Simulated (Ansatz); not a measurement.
B2O3 (Cmc2₁, No. 36, 10 atoms in the cell; start mp-717; high-pressure phase), treated with PBE0 (PAW; Ansatz, a program for electronic structure).

Numerical settings: plane-wave cutoff 460 eV, 6×6×6 k mesh, Fermi–Dirac smearing 0.01 eV, scalar-relativistic PAW data made under PBE.

The cell is the one relaxed with PBEsol. Conventional cell: a = 7.8265 Å, b = 4.6250 Å, c = 4.1350 Å, α = 90.00°, β = 90.00°, γ = 90.00°.

```
B2O3
1.0
    3.91326    -2.31248     0.00000
    3.91326     2.31248     0.00000
    0.00000     0.00000     4.13496
B O
4 6
Direct
  0.00632   0.32395   0.56768
  0.99368   0.67605   0.06768
  0.67605   0.99368   0.56768
  0.32395   0.00632   0.06768
  0.75518   0.24482   0.50004
  0.24482   0.75518   0.00004
  0.92089   0.66030   0.41860
  0.07911   0.33970   0.91860
  0.33970   0.07911   0.41860
  0.66030   0.92089   0.91860
```

Problem. List the 32 lowest band energies at Γ above −25 eV (eV, relative to the valence band maximum), grouping those that round alike.

Solution. At Γ: -23.75, -20.64, -20.52, -20.29, -19.34, -19.21, -10.43, -10.08, -9.86, -8.19, -7.63, -6.95, -5.88, -5.82, -4.97, -4.13, -1.97, -1.93, -1.51, -1.49, -1.44, -0.60, -0.32, -0.22, 11.37, 12.11, 12.66, 13.46, 13.80, 15.08, 15.36, 15.94.

Note: the run warned that its exchange threshold was loose for the stress; cell and atoms aren't relaxed at this level (largest force component 0.16 eV/Å, pressure -3.2 GPa).

A start named mp-… is a Materials Project structure, which need not be a measured phase.
